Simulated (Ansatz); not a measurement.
The reference is Hf in the hcp (Mg type) structure (space group P6_3/mmc, No. 194; a = 3.198 Å, c = 5.049 Å; relaxed with 0.1 eV smearing).

Computed with Kohn–Sham DFT with the r2SCAN functional, run in Ansatz (an electronic-structure program) with PAW and 500 eV plane waves, without spin-orbit coupling.

For the base:

| Item | Result |
|---|---|
| Pressure | 0.0 GPa |
| Band gap | zero |

Now apply this change: the cell is scaled by 1.0229 in all directions; the atoms relax in the strained cell.

Problem. Predict the new energy relative to the base.

Solution. The energy goes up by 34 meV/atom.

Problem. How does this affect the pressure?

Solution. The pressure (mean of the normal stresses, compression positive) goes from zero to -6.7 GPa.

Problem. Estimate the effect on the band gap.

Solution. The band gap stays zero.

No phonon test of stability was made. All final runs are without spin polarisation.
